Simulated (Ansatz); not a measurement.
Start from HfO₂ in the fluorite structure (space group Fm-3m, No. 225; a = 5.001 Å). Axes: x, y, z lie along the cube axes.

Level of theory: LDA (Ansatz, a first-principles code; PAW; 420 eV plane waves; without spin-orbit coupling).

Perturbation: the cell is stretched by 0.50 % along z with no lateral relaxation; the atoms relax in the strained cell.

Problem. Predict the stress tensor and what it implies for the stiffness.

Solution. Stress of the strained cell less that of the base (GPa, compression positive):
```
  -0.59    0.00    0.00
   0.00   -0.59    0.00
   0.00    0.00   -3.00
```

Then −Δσ_ii/ε with ε = 0.0050 gives relaxed-ion elastic constants: C33 ≈ 600 GPa, C13 ≈ 118 GPa and C23 ≈ 118 GPa.

Stability against distortions was not tested. This is not the structure that HfO2 has at room temperature and ambient pressure.
